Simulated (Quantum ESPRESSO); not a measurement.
## A short convergence ladder for PbSe (Fm-3m, 2 atoms in the cell)

```xyz
2
Lattice="0.0000 3.0508 3.0508 3.0508 0.0000 3.0508 3.0508 3.0508 0.0000" Properties=species:S:1:pos:R:3 pbc="T T T"
Pb     0.0000     0.0000     0.0000
Se     3.0508     3.0508     3.0508
```

Base method: PBE, PseudoDojo standard norm-conserving (PBE) pseudopotentials (plane waves; Quantum ESPRESSO 7.5).

Base settings: ecutwfc = 90 Ry; occupations = smearing; smearing = fermi-dirac; degauss = 0.000734986 Ry; potentials = {Pb: Pb.upf, Se: Se.upf}; K_POINTS = automatic 5 5 5 0 0 0; conv_thr = 1e-10 Ry; mixing_beta = 0.3.

**Zone-centre phonons against the cutoff**

In this ladder: occupations = fixed; smearing = default; degauss = default; nbnd = 19; ph.x.tr2_ph = 1e-14; ph.x.fildyn = dyn.G; ph.x.epsil = true; dynmat.x.fildyn = dyn.G; dynmat.x.asr = simple.

The mesh stays at the base's, so the ladder's end is converged at best in this setting alone.

Frequencies are those of the unrelaxed cell, without the LO-TO term of polar crystals.

Only quantities that move along the ladder and can be compared are tabulated.

| ecutwfc | highest zone-centre frequency (cm⁻¹) | largest Born charge (mean of the diagonal) (e) | mean ε∞ |
|---|---|---|---|
| 45 Ry | 58.4 | 4.245 | 17.246 |
| 54 Ry | 54.9 | 4.500 | 18.116 |
| 63 Ry | 55.4 | 4.595 | 18.388 |
| 76 Ry | 55.2 | 4.622 | 18.447 |
| 90 Ry | 55.2 | 4.623 | 18.449 |

Coarsest ecutwfc that holds the highest zone-centre frequency within 1 cm⁻¹ of the last step, with all finer ones: 54 Ry; the step before is off by 3.2 cm⁻¹.

Coarsest ecutwfc that holds the largest Born charge (mean of the diagonal) within 0.05 e of the last step, with all finer ones: 63 Ry; the step before is off by 0.12 e.

Coarsest ecutwfc that holds the mean ε∞ within 0.1 of the last step, with all finer ones: 63 Ry; the step before is off by 0.33.

On the base run: the starting cell has typed, rounded lattice constants, without a prior relaxation at this level. Its lattice was rescaled by up to half a per cent. A gap is left out here, as mesh or smearing make it unsure.
